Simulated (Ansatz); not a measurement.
The reference is TiB2 (space group P6/mmm, No. 191).

```yaml
crystal:
  lattice:
    - [3.01738, 0.00000, 0.00000]
    - [-1.50869, 2.61313, 0.00000]
    - [0.00000, 0.00000, 3.18507]
  atoms:
    - { symbol: Ti, position: [0.00000, 0.00000, 0.00000] }
    - { symbol: B, position: [0.66667, 0.33333, 0.50000] }
    - { symbol: B, position: [0.33333, 0.66667, 0.50000] }
```

Cartesian axes are those of the cell as printed.

Calculations: PBEsol, PAW, 420 eV (Ansatz, a program for electronic structure; scalar-relativistic without spin-orbit coupling).

Before the change:

The pressure is 0.0 GPa and the volume per atom is 8.37 Å³.

Now apply this change: biaxial strain +1.50 %, plane normal [001], relaxed out of plane (Cartesian); in-plane vectors clamped, the third vector and the atoms free.

Task: Predict the new pressure.

Result: The pressure (mean of the normal stresses, compression positive) goes from zero to -6.5 GPa.

Task: Estimate the effect on the volume per atom.

Result: The volume per atom goes up by 0.19 Å³ to 8.56 Å³.

A case with no gap was solved on a k-mesh chosen for an insulator, which is coarse for it. No phonon test of stability was made. The final runs are not spin-polarised.
